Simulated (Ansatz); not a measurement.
Ansatz (a first-principles code) run on the (111) slab of CaMgNi4 (cut from a parent of space group no. 216; 12 atoms in the cell): self-consistent single point.

Level of theory: LDA (PW92), default PAW files made with PBE (plane waves; Ansatz).

```
CELL_PARAMETERS angstrom
      4.92497     0.00000     0.00000
      2.46249     4.26515     0.00000
      0.00000     0.00000    20.53068
ATOMIC_POSITIONS crystal
  Ca 0.60847 0.60847 0.34095
  Ca 0.94180 0.94180 0.53682
  Mg 0.94180 0.94180 0.38992
  Mg 0.27514 0.27514 0.58578
  Ni 0.94431 0.44055 0.46318
  Ni 0.44055 0.94431 0.46318
  Ni 0.27514 0.27514 0.36599
  Ni 0.44055 0.44055 0.46318
  Ni 0.27764 0.77388 0.65905
  Ni 0.77388 0.27764 0.65905
  Ni 0.60847 0.60847 0.56185
  Ni 0.77388 0.77388 0.65905
```
Moments meant for the start (each program seeds them in its own way; μB, in the order of the atoms Ca Ca Mg Mg Ni Ni Ni Ni Ni Ni Ni Ni): 0.0 0.0 0.0 0.0 2.0 2.0 2.0 2.0 2.0 2.0 2.0 2.0.

Reference input (self-consistent single point, DFT, LDA (PW92), plane waves, default PAW files made with PBE): basis.ecutwfc = 30.9 Ry; kpoints.mp_grid.grid = 4 4 1; hamiltonian.xc = lda; hamiltonian.pseudopotentials = {kind: paw} (the program's default PAW files); magnetization.spin_polarized = true; scf.occupations.method = fermi_dirac; scf.occupations.width = 0.0073 Ry. This run's input differs from it in these lines:

Ansatz 0.2 input:
```diff
@@ -21,3 +21,3 @@
 kpoints:
-  mp_grid: { grid: [4, 4, 1] }
+  mp_grid: { grid: [11, 11, 1] }
 hamiltonian:
```

Output, abridged:

```
SCF iter   1: F=—  HF=-53528.549866 eV  |F-HF|=—  |Δ(HF+E_count)|=         —  Δρ=8.84e-2 (↑8.84e-2 ↓8.44e-2)  dr2=2.91e1  dr2_m=2.86e1  M=4.531 μB ∫|m|=5.397 μB  β_m=0.30  ethr=3.10e-3  ⟨swp⟩=14.2  Hψ=23609  notcnv=0  defer=107
Mixer restart at iter 1: flushing history
all-band conjugate gradients solve this SCF's bands
preconditioner: auto → LDOS
spin=Collinear: LDOS preconditioning applied to the charge; magnetization (m = ρ↑ − ρ↓) channel mixes plain (no charge-response kernel on spin).
   [... lines left out ...]
iter 27 met the thresholds in force, and the SCF goes on: an eigenvalue changes by 4.41 meV, over its tolerance of 1.00 meV (output.eigenvalues, Limitations)
SCF iter  27: F=-53532.842759 eV  HF=-53532.842759 eV  |F-HF|=3.09e-9  |Δ(HF+E_count)|=  1.24e-10  Δρ=3.80e-7 (↑2.93e-7 ↓3.80e-7)  dr2=3.51e-9  dr2_m=9.74e-12  M=0.682 μB ∫|m|=0.842 μB  β_m=1.00  ethr=1.00e-12  ⟨swp⟩=1.0  Hψ=7808  notcnv=0  κ⁻¹=1.5e-5(r=6)
SCF iter  28: F=-53532.842759 eV  HF=-53532.842759 eV  |F-HF|=8.51e-10  |Δ(HF+E_count)|=  1.38e-10  Δρ=2.12e-7 (↑1.78e-7 ↓2.12e-7)  dr2=7.30e-10  dr2_m=2.82e-12  M=0.682 μB ∫|m|=0.842 μB  ethr=1.00e-12  ⟨swp⟩=1.1  Hψ=7901  notcnv=0
SCF 1 converged in 28 iterations: F = -53532.842759 eV  dr2 = 7.30e-10
WARN: the starting moments were not kept: the SCF closed with an absolute magnetisation of 8.4e-1 μB, where they sum to 16 μB in size (8 sites) …
   [... lines left out ...]
Absolute magnetization: 0.8430 μB (∫|ρ↑−ρ↓|, with the PAW one-centre terms)
Free energy (F): -53532.842759 eV
Fermi energy:    2.586127 eV
   [... lines left out ...]
  atom  12  Ni    -0.01389268    -0.00802094    -0.78165162
--- Stress (GPa, compression-positive) ---
       -4.495189       0.000000       0.000000
        0.000000      -4.495189       0.000000
        0.000000       0.000000      -3.376704
  P = ⅓ Tr σ = -4.1224 GPa (-41.224 kbar)
  The stress holds the Pulay correction. Without it, at fixed plane waves, as pw.x and ABINIT print it: P = -4.1422 GPa
```

The run converged in 28 iterations. 

The starting cell comes from a database of computed structures (which also holds hypothetical and non-ambient phases and stackings), without a prior relaxation at this level. The slab is cut from that crystal, and its faces are unrelaxed. Its lattice was rescaled by up to half a per cent. The moments shrank to a small part of their start, a low-spin state that need not be the lowest. The program warned that a starting moment was not kept. The two faces of this cut differ, and no dipole correction was used. Forces in this geometry exceed 1 eV/Å.

These are the values that this program gave, and no reference: magnetic slabs can end in a higher state.

Cost on one core of a shared machine: roughly 6 min.
